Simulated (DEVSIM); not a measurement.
System: Co/SiO2/p-InP capacitor, at 250 K.

| layer (left to right) | material | thickness (nm) | Na (cm⁻³) |
|---|---|---|---|
| 1 | SiO2 | 44.0 | - |
| 2 | InP | 4100 | 2.3e16 |

Metal gate on the left, work function 5 eV. Fixed charge at the semiconductor interface -6.4e11 cm⁻² (in units of +e); no interface traps.

Constants are typed, rounded textbook-type inputs, not results; the design itself was drawn at random and stands for no fabricated device. Values at 300 K; Nc and Nv go as T^1.5, mobilities as T to minus their exponent, the gap by Varshni's rule with the affinity fixed.

```tsv
parameter	SiO2	InP
gap (eV)	9	1.344
affinity (eV)	0.9	4.38
permittivity	3.9	12.5
Nc (cm⁻³)	-	5.7e17
Nv (cm⁻³)	-	1.1e19
Varshni α (eV/K)	-	0.000363
Varshni β (K)	-	162
```

DEVSIM, 1D Poisson equation in equilibrium, Boltzmann statistics, complete ionisation; no quantum confinement or tunnelling. Metal contacts follow the ideal Schottky-Mott rule: no Fermi-level pinning, no interface dipoles.

Base results: flat-band voltage (V) 0.69; minimum of the low-frequency capacitance (μF/cm²) 0.0289; capacitance of the dielectric stack (μF/cm²) 0.0785.

What follows from this one change: temperature 250 → 300 K?

flat-band voltage 0.69 → 0.74 V; minimum of the low-frequency capacitance little changed (0.0294 μF/cm²); capacitance of the dielectric stack little changed (0.0785 μF/cm²).

What follows from this one change: gate work function 5 → 4.85 eV?

flat-band voltage 0.69 → 0.54 V; minimum of the low-frequency capacitance little changed (0.0284 μF/cm²); capacitance of the dielectric stack little changed (0.0785 μF/cm²).

What follows from this one change: SiO2 thickness 0.044 → 0.018 μm?

flat-band voltage 0.69 → -0.08 V; minimum of the low-frequency capacitance 0.0289 → 0.0367 μF/cm²; capacitance of the dielectric stack 0.0785 → 0.192 μF/cm².
